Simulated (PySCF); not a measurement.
A self-consistent single point of KCl (Fm-3m, 2 atoms in the cell) with PySCF.

Computed with PBE, Gaussian basis gth-dzvp-molopt-sr, GTH pseudopotentials gth-pbe, FFT density fitting with multigrid in PySCF 2.14.0.

The change in words: lattice scaled by 0.98. Reference geometry:
```
CELL_PARAMETERS angstrom
      0.00000     3.14500     3.14500
      3.14500     0.00000     3.14500
      3.14500     3.14500     0.00000
ATOMIC_POSITIONS crystal
  K  0.00000 0.00000 0.00000
  Cl 0.50000 0.50000 0.50000
```

Reference input (self-consistent single point, DFT PBE, Gaussian basis gth-dzvp-molopt-sr, GTH pseudopotentials gth-pbe, FFT density fitting with multigrid): cell.basis = gth-dzvp-molopt-sr; cell.pseudo = gth-pbe; cell.ke_cutoff = 60 Ha; make_kpts mesh = 6 6 6; mf.xc = pbe,pbe; smearing.sigma = 0.00183747 Ha; smearing.method = fermi; cell.precision = 1e-06; solver class = KRKS; density fitting = multigrid_numint; mf.conv_tol = 1e-09 Ha; mf.max_cycle = 80. This run's input differs from it in these lines:

```diff
@@ -4,8 +4,8 @@
 cell = gto.Cell()
-cell.a = np.array([[0, 3.145, 3.145],
-              [3.145, 0, 3.145],
-              [3.145, 3.145, 0]])
+cell.a = np.array([[0, 3.0821, 3.0821],
+              [3.0821, 0, 3.0821],
+              [3.0821, 3.0821, 0]])
 cell.atom = '''
 K               0              0              0
-Cl          3.145          3.145          3.145
+Cl         3.0821         3.0821         3.0821
 '''
```

Output, abridged:

```
init E= -43.3398167547111
    sigma = 0.00183747  Optimized mu = 0.136580401162  entropy = -0
nelec by numeric integration = 15.99999999999973
    Total E(T) = -43.3699156560472  Free energy = -43.3699156560472  E0 = -43.3699156560472
cycle= 1 E= -43.3699156560472  delta_E= -0.0301  |g|= 0.65  |ddm|= 19.8
    sigma = 0.00183747  Optimized mu = 0.146069382465  entropy = -0
nelec by numeric integration = 15.999999999999712
    Total E(T) = -43.3713897946233  Free energy = -43.3713897946233  E0 = -43.3713897946233
cycle= 2 E= -43.3713897946233  delta_E= -0.00147  |g|= 0.154  |ddm|=  1.5
   [... lines left out ...]
cycle= 8 E= -43.3714421822349  delta_E= 7.32e-13  |g|= 0.00012  |ddm|= 0.000562
    sigma = 0.00183747  Optimized mu = 0.149300565331  entropy = -0
nelec by numeric integration = 15.999999999999725
    Total E(T) = -43.3714421822752  Free energy = -43.3714421822752  E0 = -43.3714421822752
cycle= 9 E= -43.3714421822752  delta_E= -4.04e-11  |g|= 1.33e-07  |ddm|= 0.000252
    sigma = 0.00183747  Optimized mu = 0.149300564067  entropy = -0
nelec by numeric integration = 15.999999999999721
    Total E(T) = -43.371442182275  Free energy = -43.371442182275  E0 = -43.371442182275
Extra cycle  E= -43.371442182275  delta_E= 2.27e-13  |g|= 1.52e-07  |ddm|= 6.18e-07
converged SCF energy = -43.371442182275
electrons per cell = 16.000000
highest filled level = 0.051785 Ha, lowest empty level = 0.250860 Ha
```

The run converged in 9 iterations. Against the reference run the free energy rises by 19.1 meV/atom and the gap on the mesh goes from 5.186 to 5.417 eV.

The starting cell has typed, rounded lattice constants, without a prior relaxation at this level. For this run, on top of that: lattice scaled by 0.98. Values carry the incompleteness of an atom-centred basis.

Cost on one core of a shared machine: roughly 5 min.
